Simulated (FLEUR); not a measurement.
Worked example: self-consistent single point of Hg3Ge (P6_3/mmc, 8 atoms in the cell) in FLEUR.

Computed with LDA (Vosko-Wilk-Nusair), all-electron FLAPW (FLEUR), scalar-relativistic valence run with FLEUR.

The change in words: lattice scaled by 0.98. Reference geometry:
```
Hg3Ge
1.0
    6.47046     0.00000     0.00000
   -3.23523     5.60358     0.00000
    0.00000     0.00000     5.24724
Ge Hg
2 6
Direct
  0.66667   0.33333   0.25000
  0.33333   0.66667   0.75000
  0.33728   0.16864   0.75000
  0.66272   0.83136   0.25000
  0.16864   0.33728   0.25000
  0.83136   0.66272   0.75000
  0.83136   0.16864   0.75000
  0.16864   0.83136   0.25000
```

Reference input (self-consistent single point, DFT, LDA (Vosko-Wilk-Nusair), all-electron FLAPW (FLEUR), scalar-relativistic valence): Kmax = 3.8 1/bohr; GmaxXC = 11.4 1/bohr; xcFunctional = vwn; jspins = 1; l_soc = F; mode = gauss; fermiSmearingEnergy = 0.00367493 Htr; mesh (inpgen div1-3) = 3 3 4; inpgen gamma flag = true; Gmax = 11.4 1/bohr; numbands = 0; maxIterBroyd = 15. This run's input differs from it in these lines:

```diff
@@ -3,5 +3,5 @@
 &input film=f /
-12.2273975904 -0.0000000673 0.0000000000
--6.1136987369 10.5892369691 0.0000000000
-0.0000000000 0.0000000000 9.9158465102
+11.9828494566 -0.0000004085 0.0000000000
+-5.9914243746 10.3774522434 0.0000000000
+0.0000000000 0.0000000000 9.7175292020
 1.0
@@ -50,5 +50,5 @@
          <bravaisMatrix>
-            <row-1>   12.2273975904000007    -0.0000000673000000     0.0000000000000000</row-1>
-            <row-2>   -6.1136987369000000    10.5892369690999999     0.0000000000000000</row-2>
-            <row-3>    0.0000000000000000     0.0000000000000000     9.9158465101999997</row-3>
+            <row-1>   11.9828494566000003    -0.0000004085000000     0.0000000000000000</row-1>
+            <row-2>   -5.9914243746000002    10.3774522434000005     0.0000000000000000</row-2>
+            <row-3>    0.0000000000000000     0.0000000000000000     9.7175292019999997</row-3>
          </bravaisMatrix>
```

Output (repeated stretches shortened):

```
 Iteration:     1   Distance:      14.31577525 me/bohr^3
 Iteration:     2   Distance:      13.09376064 me/bohr^3
 Iteration:     3   Distance:       5.97032821 me/bohr^3
 Iteration:     4   Distance:       2.15976827 me/bohr^3
 Iteration:     5   Distance:       1.29566491 me/bohr^3
   [... 9 lines left out ...]
 Iteration:    15   Distance:       0.00004720 me/bohr^3
 Iteration:    16   Distance:       0.00004421 me/bohr^3
 Iteration:    17   Distance:       0.00001164 me/bohr^3
 Iteration:    18   Distance:       0.00000395 me/bohr^3
 Reset of history
 Run finished successfully
 Stop message:
   Structural relaxation: new displacements generated

[file out, last iteration]
             iter=     19
[...]
          total density-effective poten   -2.1533552688E+05
          total charge density-energy d   -2.3307552208E+03
 Updated energy parameters for spin:           1
[...]
 fermi energy and band-weighting factors:
   [... 10 lines left out ...]

[...]
FERMIE:
          first approx. to ef    (T=0)  :   0.300469 htr   (energy of the highest occ. eigenvalue)
          number of occ. states  (T=0)  :        617
          first approx. to seigv (T=0)  : -79.329970 htr
          sum of weights of occ. states :  68.027778
          sum of semicore charge        :   0.000000 e
          fermi energy=   0.30202 har   work function=  -8.21833 ev
   [... lines left out ...]
          total moment                 =     0.00000
 Direct bandgap for spin            1 :    2.3665622945104325E-002  Htr
 ---->    free energy=                   -122098.7616924400 htr
   [... lines left out ...]
      extrapolation for T->0
 ---->    total electron energy=         -122098.7616924400 htr
 ***** TOTAL FORCES ON ATOMS *****
 TOTAL FORCE FOR ATOM TYPE=  1  X= -5.991   Y=  3.459   Z=  2.429
                       FX_TOT= 0.000000 FY_TOT= 0.000000 FZ_TOT= 0.000000
 TOTAL FORCE FOR ATOM TYPE=  2  X=  3.031   Y=  1.750   Z= -2.429
                       FX_TOT= 0.000137 FY_TOT= 0.000079 FZ_TOT= 0.000000
```

The run converged in 18 iterations. FLEUR gives forces in its relaxation mode, with a further iteration, so its stop message speaks of a relaxation. Against the reference run the total energy goes down by 52.1 meV/atom.

The starting cell comes from a database of computed structures (which also holds hypothetical and non-ambient phases and stackings), without a prior relaxation at this level. For this run, on top of that: lattice scaled by 0.98. Spin-orbit coupling is off. Values depend on the basis (sphere radii, cutoffs, local orbitals), which need not be converged. The log's line on a gap gives a spacing of levels on this mesh, which the program prints for metals too.

Cost on one core of a shared machine: roughly 2 min.
